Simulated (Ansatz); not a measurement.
LaC (model structure, started from the LaS type, Fm-3m, No. 225, 2 atoms in the cell)

The numbers are results of LDA in Ansatz (plane waves, PAW), not measurements.

Run with plane-wave cutoff 520 eV, 18×18×18 k mesh, Fermi–Dirac smearing 0.05 eV, scalar-relativistic PAW data made under PBE.

Cell (relaxed at this level):

```yaml
crystal:
  lattice:
    - [0.00000, 2.65431, 2.65431]
    - [2.65431, 0.00000, 2.65431]
    - [2.65431, 2.65431, 0.00000]
  atoms:
    - { symbol: La, position: [0.00000, 0.00000, 0.00000] }
    - { symbol: C, position: [0.50000, 0.50000, 0.50000] }
```

```yaml
band_gap: zero (no gap)
bulk_modulus: 92.6 GPa
```

Note: the bulk modulus is −V dP/dV from two relaxed cells at ±2 % in volume; the relaxation could raise the start's symmetry but not lower it, so the cell can be a saddle point.

Spin–orbit coupling is not included; it can open a gap where bands touch, and shift volumes and moduli.

Static lattice: no zero-point or thermal effects.

Computing time: roughly 50 core-seconds.

A model structure was made by putting elements into a prototype or built by hand; it is no filed structure, need not be a known phase, and can be a saddle point held by its symmetry.

Ansatz is an electronic-structure program.
